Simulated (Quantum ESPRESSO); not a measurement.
# Habitual settings against a tight run: BaRh₂ (Fd-3m, 6 atoms in the cell)

Self-consistent single point.

```yaml
crystal:
  lattice:
    - [0.00000, 3.99698, 3.99698]
    - [3.99698, 0.00000, 3.99698]
    - [3.99698, 3.99698, 0.00000]
  atoms:
    - { symbol: Ba, position: [0.50000, 0.50000, 0.50000] }
    - { symbol: Ba, position: [0.75000, 0.75000, 0.75000] }
    - { symbol: Rh, position: [0.12500, 0.12500, 0.62500], spin: 1.0 }
    - { symbol: Rh, position: [0.12500, 0.62500, 0.12500], spin: 1.0 }
    - { symbol: Rh, position: [0.12500, 0.12500, 0.12500], spin: 1.0 }
    - { symbol: Rh, position: [0.62500, 0.12500, 0.12500], spin: 1.0 }
```
(The spins are starting values, not results.)

Method of the run: PBEsol, GBRV 1.5 ultrasoft (PBESOL) pseudopotentials (plane waves; Quantum ESPRESSO 7.5).

Base settings: ecutwfc = 40 Ry; ecutrho = 320 Ry; occupations = smearing; smearing = gaussian; degauss = 0.019992 Ry; nspin = 2; potentials = {Ba: ba_pbesol_v1.uspp.F.UPF, Rh: rh_pbesol_v1.4.uspp.F.UPF}; K_POINTS = automatic 5 5 5 0 0 0; conv_thr = 1e-09 Ry; mixing_beta = 0.5.

Tight run (finer mesh or higher cutoff; not a proven limit): ecutwfc: 40 Ry → 56 Ry; ecutrho: 320 Ry → 448 Ry; conv_thr: 1e-09 Ry → 7.3e-11 Ry; K_POINTS: automatic 5 5 5 0 0 0 → automatic 7 7 7 0 0 0. It gave Fermi level (on the code's own zero) 14.32 eV; pressure -7.30 GPa; size of the cell's spin moment 0.00 μB.

Quick runs, as changes from the base:
- A: the base itself
- B: smearing: gaussian → marzari-vanderbilt; degauss: 0.019992 Ry → 0.036749 Ry; K_POINTS: automatic 5 5 5 0 0 0 → automatic 4 4 4 0 0 0

Energies are extrapolated to zero smearing width, which holds to low order in the width alone (under cold and Methfessel-Paxton smearing the free energy itself is taken).

The count of work is k-points × plane waves × bands × iterations; it is no time. Core times come from one kind of shared machine and are given to one figure; runs under 30 s give none.

The starting cell comes from a database of computed structures (which also holds hypothetical and non-ambient phases and stackings), without a prior relaxation at this level. Its lattice was rescaled by a random factor within 2.5 % of one. The starting moments vanished: the run ended non-magnetic. In the base run, with a pressure of about -8 GPa the cell is away from its equilibrium volume at this level.

| run | energy less tight (meV/atom) | pressure less tight (GPa) | count of work / tight | core time / tight (rough) |
|---|---|---|---|---|
| A | -5.6 | -1.07 | 0.25 | 0.3 |
| B | 50.6 | -1.28 | 0.20 | 0.3 |

Among the runs at the tight run's level, the energy misses run from 5.6 to 50.6 meV/atom.

Left out of this page: 4 runs of the series outside the window shown, repeating another row's setting, or not comparable.
